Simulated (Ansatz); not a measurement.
Cubic perovskite KCdF₃ was calculated with BLYP (plane waves, PAW; Ansatz, a first-principles code).

Settings: plane-wave cutoff 520 eV, 8×8×8 k mesh, Fermi–Dirac smearing 0.01 eV, scalar-relativistic PAW data made under PBE.

The cell is scaled about its equilibrium volume:

```tsv
V (Å³/atom)	P (GPa)	direct gap at Γ (eV)	smallest gap on the k mesh (eV)
17.133	3.73	4.817	3.127
17.497	2.34	4.677	3.109
17.862	1.10	4.543	3.089
18.226	0.00	4.413	3.067
18.591	-0.98	4.288	3.043
18.955	-1.85	4.168	3.018
19.320	-2.63	4.051	2.990
```

The fundamental gap (3.07 eV at the equilibrium volume, with added k points) lies elsewhere than Γ–Γ.

Note: the relaxation could not lower the start's symmetry, so the cell can be a saddle point above a distorted one.

Spin–orbit coupling is not included.
